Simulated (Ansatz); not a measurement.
Phonon-limited resistivity of Na (Im-3m) against temperature in μΩ·cm, PBEsol, DFPT electron-phonon coupling, linearised Boltzmann equation run with Ansatz (a first-principles code), harmonic crystal at a fixed cell.

| T | ρ |
|---|---|
| 100 K | 1.00 |
| 150 K | (withheld) |
| 200 K | (withheld) |
| 250 K | (withheld) |
| 273 K | 3.3 |

### Question
Complete the blanks.

### Answer

- 150 K, ρ: 1.68
- 200 K, ρ: 2.3
- 250 K, ρ: 3.0

A metal at this level (no band gap). Only scattering by harmonic phonons is included (no impurities, grain boundaries, electron-electron scattering or thermal expansion). Spin-orbit coupling is left out. Halving the electron mesh (28x28x28) moves the resistivity by up to 6 %. Smearing 0.20 eV; phonons on a 5x5x5 q mesh, which this run doesn't test and which matters most at low temperature.
